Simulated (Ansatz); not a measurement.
The starting structures come from a database of crystals and need not be the phases stable at ambient conditions.

 Where the default PAW files enter, the runs use the earlier of Ansatz's two default sets.

Tunnelling through a barrier is set by its complex band structure: the current falls as exp(−2κd) with the smallest κ.

Input:

```xyz
7
Lattice="4.1498 0.0000 0.0000 0.0000 4.1498 0.0000 0.0000 0.0000 9.2928" Properties=species:S:1:pos:R:3 pbc="T T T"
Ba     0.0000     0.0000     2.0247
Ba     0.0000     0.0000     7.2681
Ba     2.0749     2.0749     4.6464
Zn     2.0749     2.0749     0.0000
N      2.0749     2.0749     7.4393
N      2.0749     2.0749     1.8535
O      0.0000     0.0000     4.6464
```

Space group of this cell: P4/mmm. The cell is taken as given; by r2SCAN its mean pressure is -2.4 GPa.

Transport runs along the normal of the first two printed cell vectors, the (001) plane of the conventional cell.

No gap correction and no spin-orbit coupling; mid-gap values are interpolated between computed energies.

**Question.** State the band gap and the smallest decay constant κ at mid-gap according to r2SCAN in Ansatz (a quantum-chemistry and plane-wave program).

**Answer.** Gap 0.73 eV on a 8×8×4 mesh; κ = 0.148 1/Å, at (0.500, 0.500) of the in-plane reciprocal vectors. At the zone centre, at the nearest computed energy, the slowest state has κ = 0.18 1/Å.
